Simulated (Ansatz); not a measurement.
Take MoS$_{2}$ (space group P6_3/mmc, No. 194; a = 3.1493 Å, c = 12.0895 Å; layered, stacked along the Cartesian z axis) as the base. Axes: x lies along a and z along c of the hexagonal cell.

Level of theory: PBE-D3(BJ) in Ansatz (plane waves to 420 eV, PAW, spin-orbit coupling left out).

Before the change:

Shortest interatomic distance: 2.400 Å

One thing is altered: the cell is compressed by 1.20 % along z with no lateral relaxation; the atoms relax in the strained cell.

Predict the new energy relative to the base and shortest interatomic distance.

The energy rises by 0.5 meV/atom; the shortest interatomic distance is nearly the same (2.400 Å against 2.398 Å).

No phonon test of stability was made.

Ansatz is an electronic-structure program.
